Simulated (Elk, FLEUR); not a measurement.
An Elk input for a self-consistent single point of ReTc (P-6m2, 2 atoms in the cell) (DFT, PBEsol, all-electron FP-LAPW, Elk's shipped species files, APW+lo basis with extra local orbitals):

```
tasks
  0

xctype
  22

tforce
  .true.

rgkmax
  7.5

gmaxvr
  18.0

lmaxapw
  10

lmaxo
  8

nxlo
  2

lorbcnd
  .true.

lradstp
  2

nrmtscf
  2.0

rmtscf
  0.87

lmaxi
  4

stype
  0

swidth
  0.00734986

avec
    5.1954244243   -0.0000000905    0.0000000000
   -2.5977121338    4.4993695802    0.0000000000
    0.0000000000    0.0000000000    8.3908942194

atoms
  2   : nspecies
  'Tc.in'   : spfname
  1   : natoms; atposl, bfcmt below
  0.6666666667  0.3333333333  0.0000000000    0.0 0.0 0.0
  'Re.in'   : spfname
  1   : natoms; atposl, bfcmt below
  0.0000000000  0.0000000000  0.5000000000    0.0 0.0 0.0

ngridk
  11 11 6
```

**Question.** Give the FLEUR input for the same structure, mesh, smearing and functional.

**Answer.** One input that does it (others would too):

Input of the input generator:

```
ReTc FLAPW
&input film=f /
1.0000000000 -0.0000000174 0.0000000000
-0.4999999849 0.8660254125 0.0000000000
0.0000000000 0.0000000000 1.6150546200
5.1954244243
1.0 1.0 1.0

2
43 0.6666668333 0.3333331667 0.0000000000
75 0.0000001667 -0.0000001667 0.5000000000

&comp jspins=1 /
&exco xctyp='PBEs' /
&kpt div1=11 div2=11 div3=6 gamma=t /
&end /
```

```xml
<?xml version="1.0" encoding="UTF-8" standalone="no"?>
<fleurInput fleurInputVersion="0.39">
   <comment>
      ReTc FLAPW                                                                                          
   </comment>
   <calculationSetup>
      <cutoffs Kmax="4.2" Gmax="16.8" GmaxXC="16.8" numbands="0"/>
      <scfLoop itmax="100" minDistance="0.00001" maxIterBroyd="25" imix="Anderson" alpha="0.05" precondParam="0.0" spinf="2.0"/>
      <coreElectrons ctail="T" frcor="F" kcrel="0" coretail_lmax="0"/>
      <xcFunctional name="PBEs" relativisticCorrections="F"/>
      <magnetism jspins="1"/>
      <soc l_soc="F" theta="0.0" phi="0.0" spav="F"/>
      <expertModes spex="0" secvar="F"/>
      <geometryOptimization l_f="T" forcealpha="1.0" forcemix="BFGS" epsdisp="0.00001" epsforce="0.00001"/>
      <ldaU l_linMix="F" mixParam="0.05" spinf="1.0"/>
   </calculationSetup>
   <cell>
      <bzIntegration valenceElectrons="30.0" mode="gauss" fermiSmearingEnergy="0.00734986">
         <kPointListSelection listName="default-1"/>
         <!-- k-points included here -->
         <xi:include xmlns:xi="http://www.w3.org/2001/XInclude" href="kpts.xml"> </xi:include>
      </bzIntegration>
      <!-- symmetry operations included here -->
      <xi:include xmlns:xi="http://www.w3.org/2001/XInclude" href="sym.xml"> </xi:include>
      <bulkLattice scale="1.0">
         <bravaisMatrix>
            <row-1>    5.1954244242999996    -0.0000000904003850     0.0000000000000000</row-1>
            <row-2>   -2.5977121336990909     4.4993695801669817     0.0000000000000000</row-2>
            <row-3>    0.0000000000000000     0.0000000000000000     8.3908942193265545</row-3>
         </bravaisMatrix>
      </bulkLattice>
   </cell>
   <atomSpecies>
      <species name="Technetium (Tc)" element="Tc" atomicNumber="43">
         <mtSphere radius="2.40" gridPoints="829" logIncrement="0.015"/>
         <atomicCutoffs lmax="10" lnonsphr="8"/>
         <electronConfig flipSpins="F">
            <coreConfig>(1s1/2) (2s1/2) (2p1/2) (2p3/2) (3s1/2) (3p1/2) (3p3/2) (3d3/2) (3d5/2)</coreConfig>
            <valenceConfig>(4s1/2) (4p1/2) (4p3/2) (5s1/2) (4d3/2) (4d5/2)</valenceConfig>
            <stateOccupation state="(4d3/2)" spinUp="1.0" spinDown="1.0"/>
            <stateOccupation state="(4d5/2)" spinUp="1.5" spinDown="1.5"/>
         </electronConfig>
         <energyParameters s="5" p="5" d="4" f="4"/>
         <lo type="SCLO" l="0" n="4" eDeriv="0"/>
         <lo type="SCLO" l="1" n="4" eDeriv="0"/>
      </species>
      <species name="Rhenium (Re)" element="Re" atomicNumber="75">
         <mtSphere radius="2.40" gridPoints="829" logIncrement="0.016"/>
         <atomicCutoffs lmax="10" lnonsphr="8"/>
         <electronConfig flipSpins="F">
            <coreConfig>(1s1/2) (2s1/2) (2p1/2) (2p3/2) (3s1/2) (3p1/2) (3p3/2) (4s1/2) (3d3/2) (3d5/2) (4p1/2) (4p3/2) (4d3/2) (4d5/2) (4f5/2) (4f7/2)</coreConfig>
            <valenceConfig>(5s1/2) (5p1/2) (5p3/2) (6s1/2) (5d3/2) (5d5/2)</valenceConfig>
            <stateOccupation state="(5d3/2)" spinUp="1.0" spinDown="1.0"/>
            <stateOccupation state="(5d5/2)" spinUp="1.5" spinDown="1.5"/>
         </electronConfig>
         <energyParameters s="6" p="6" d="5" f="5"/>
         <lo type="SCLO" l="0" n="5" eDeriv="0"/>
         <lo type="SCLO" l="1" n="5" eDeriv="0"/>
      </species>
   </atomSpecies>
   <atomGroups>
      <atomGroup species="Technetium (Tc)">
         <relPos label="                   1">-1.000/3.000 1.000/3.000 .0000000000</relPos>
         <force calculate="T" relaxXYZ="TTT"/>
      </atomGroup>
      <atomGroup species="Rhenium (Re)">
         <relPos label="                   2">.0000000000 .0000000000 1.000/2.000</relPos>
         <force calculate="T" relaxXYZ="TTT"/>
      </atomGroup>
   </atomGroups>
   <output dos="F" band="F" slice="F">
      <checks vchk="F" cdinf="F"/>
      <bandDOS minEnergy="-.5*Htr" maxEnergy="0.5*Htr" sigma="0.015" storeEVData="T"/>
      <vacuumDOS vacdos="F" integ="F" star="F" nstars="0" locx1="0.0" locy1="0.0" locx2="0.0" locy2="0.0" nstm="0" tworkf="0.0"/>
      <unfoldingBand unfoldBand="F" supercellX="1" supercellY="1" supercellZ="1"/>
      <plotting iplot="0" polar="F">
         <plot TwoD="T" vec1="  1.0  0.0  0.0" vec2="  0.0  1.0  0.0" vec3="  0.0  0.0  1.0" zero="  0.0  0.0  0.0" file="plot"/>
      </plotting>
      <chargeDensitySlicing numkpt="0" minEigenval="0.0" maxEigenval="0.0" nnne="0" pallst="F"/>
      <specialOutput eonly="F"/>
      <magneticCircularDichroism mcd="F" energyLo="-10.0" energyUp="0.0"/>
   </output>
  <!-- We include the file relax.xml here to enable relaxations (see documentation) -->
  <xi:include xmlns:xi="http://www.w3.org/2001/XInclude" href="relax.xml"> <xi:fallback/> </xi:include>
</fleurInput>
```

Basis settings and potentials, where a program has them, do not carry over. This input uses DFT, PBEsol, all-electron FLAPW (FLEUR), scalar-relativistic valence.

The starting cell comes from a database of computed structures (which also holds hypothetical and non-ambient phases and stackings), without a prior relaxation at this level.
